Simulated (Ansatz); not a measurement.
Hypothetical diamond Sb: response to strain

Start from Sb in the diamond structure (space group Fd-3m, No. 227; a hypothetical phase, not in the database extracts checked; relaxed with 0.1 eV smearing).

```xyz
2
Lattice="0.0000 3.4942 3.4942 3.4942 0.0000 3.4942 3.4942 3.4942 0.0000" Properties=species:S:1:pos:R:3 pbc="T T T"
Sb     5.2413     5.2413     5.2413
Sb     3.4942     3.4942     3.4942
```

Cartesian axes are those of the cell as printed.

Strains are applied to the cell and any free atomic positions relax; under biaxial strain the out-of-plane vector relaxes too.

All numbers come from Kohn–Sham DFT with the PBE functional, run in Ansatz (an electronic-structure program) with PAW and 420 eV plane waves, no spin-orbit coupling.

Notes on the quantities. energy relative to the base: free energy F.

| change | energy relative to the base | volume per atom | space group |
|---|---|---|---|
| base | 0 meV/atom | 42.66 Å³ | Fd-3m (No. 227) |
| biaxial strain −0.89 %, plane normal [001], relaxed out of plane | -0.4 meV/atom | 42.77 Å³ | I4_1/amd (No. 141) |
| isotropic strain −1.40 % | +7.6 meV/atom | 40.90 Å³ | Fd-3m (No. 227) |
| isotropic strain +4.04 % | +54 meV/atom | 48.04 Å³ | Fd-3m (No. 227) |
| isotropic strain +4.27 % | +60 meV/atom | 48.36 Å³ | Fd-3m (No. 227) |
| uniaxial strain ε_zz = +1.14 % | +0.5 meV/atom | 43.15 Å³ | I4_1/amd (No. 141) |

No phonon test of stability was made. Under biaxial strain −0.89 %, plane normal [001], relaxed out of plane the cell ends below the base's energy or with stress of the wrong sign: the atoms slid into a distortion or the cell is elastically unstable, so the base is not a stable minimum at this level.
